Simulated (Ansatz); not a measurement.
Functionals compared on the (100) surface of fcc Cu in its 1x1 cell, outermost plane spacing 1.82 Å in the ideal cut, in Ansatz (plane waves, PAW). The structure was relaxed with PBE; the other rows are single points on it, each with its references at the same level. Cutoff 420 eV (500 eV for r2SCAN).

Slab: 7 atoms, 10.9 Å thick at the start; k 15x15x1, smearing 0.1 eV, dipole-corrected; all atoms relaxed; start symmetry kept, larger cells not searched; no spin, no spin-orbit, no U. These notes are the PBE run's.

| functional | surface energy (J/m²) | work function of the top face (eV) | rough cost of the single point |
|---|---|---|---|
| PBE | 1.48 | 4.54 | – |
| LDA | 1.98 | 4.90 | about 40 core-seconds (a rough figure) |
| PBEsol | … | … | around 40 core-seconds (rough) |
| RPBE | 1.25 | 4.36 | about 40 core-seconds (a rough figure) |
| r2SCAN | 1.74 | 4.54 | roughly 70 core-seconds |

### Question
What belongs in the gaps?

### Answer

- PBEsol, surface energy (J/m²): 1.82
- PBEsol, work function of the top face (eV): 4.65

Ansatz is a quantum-chemistry and plane-wave program.
